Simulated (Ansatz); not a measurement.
Start from Co2Si (space group Pnma, No. 62; a = 4.883 Å, b = 3.711 Å, c = 7.042 Å; ferromagnetic).

Computed with PBE, PAW, 420 eV (Ansatz, a program for electronic structure; spin-orbit coupling left out).

Base values:

- Largest site moment: 0.43 μB
- Volume per atom: 10.63 Å³
- Magnetic state: ferromagnetic

The change: a hydrostatic pressure of 9 GPa.

Q: How does this affect the largest site moment?

A: The largest site moment shrinks by 0.11 μB to 0.32 μB.

Q: Predict the new volume per atom.

A: The volume per atom shrinks by 0.39 Å³ (10.63 Å³ → 10.24 Å³).

Q: Estimate the effect on the magnetic state.

A: The magnetic state is still ferromagnetic.

Other magnetic orders, which the real material may have, were not ruled out. Load acts through the strain it causes; cell and atoms are relaxed under it. Stability against distortions was not tested. Competing high-pressure phases were not computed.
